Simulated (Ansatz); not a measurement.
**Zr_Ru in hcp Ru**

Level of theory: PBE, PAW (plane waves to 420 eV; Ansatz, an electronic-structure program). Set-up: 48-site cell; 4×4×4 shifted k-points; start: the Ru site; finite-size errors of tenths of an eV; the relaxation kept the symmetry of the starting site; flagged in the runs: a host that isn't quite at rest in this cell.

Neighbours after relaxation, in Å: of the Zr atom: Ru 2.72, Ru 2.72, Ru 2.72, Ru 2.72, Ru 2.73, Ru 2.73, Ru 2.77, Ru 2.77 (the shell may go on).

Formation energies E_f are those of the neutral cell. Chemical conditions: host crystal and elements as references (Δμ(Ru) = 0.00 eV, Δμ(Zr) = 0.00 eV; Zr taken from its element, since no compound that bounds it was computed at this level; only phases computed here count, gases as isolated molecules at 0 K). Reference phases: Ru: hcp Ru, Zr: hcp Zr.

| charge | moment (μB) | largest move off a lattice site (Å) | E_f, host crystal and elements as references (eV) |
|---|---|---|---|
| 0 | not spin-polarised | 0.07 | -0.19 |

Flagged in the runs: a host that isn't quite at rest in this cell.

All states together cost around 20 core-minutes (rough).
